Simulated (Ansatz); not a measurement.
For GaN (model structure, started from the WC type, P-6m2, No. 187, 2 atoms in the cell), PBE in Ansatz (plane waves, PAW) gives:

```
Quantity               Value
-------------------  -------
lattice parameter a  2.979 Å
lattice parameter c  2.685 Å
```

### Question
What does r²SCAN in Ansatz (PAW) give for the same quantities?

### Answer

- lattice constant a: 2.936 Å (drops by 1.4 %)
- lattice parameter c: 2.652 Å (drops by 1.2 %)

Changes are worked out from the printed values.

Unless a cell is named, each level is at its own relaxed cell (PBE 10.32, r²SCAN 9.90 Å³/atom).

Ansatz's density-functional and Hartree–Fock values are scalar-relativistic unless marked +SOC, with PAW data made under PBE.

A model structure was made by putting elements into a prototype or built by hand; it is no filed structure, need not be a known phase, and can be a saddle point held by its symmetry.

Ansatz is an electronic-structure program.
